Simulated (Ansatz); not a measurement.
O on the 1x1 (100) surface of fcc Cu, one in a 2x2 cell, energies for each (26.4 Å²). Energies are against ½ O2(g), without zero-point or thermal terms; each row is named by its start.

Method: PBE (plane waves to 420 eV, PAW; Ansatz, a first-principles code).

**Question.** Which site binds most strongly?
A) hollow Cu-Cu-Cu-Cu over Cu at depth 1.8 Å
B) top Cu
C) bridge Cu-Cu (span 2.6 Å)

**Answer.** A, hollow Cu-Cu-Cu-Cu over Cu at depth 1.8 Å. Adsorption energies: hollow Cu-Cu-Cu-Cu over Cu at depth 1.8 Å -1.93 eV; bridge Cu-Cu (span 2.6 Å) -1.14 eV; top Cu 0.12 eV.
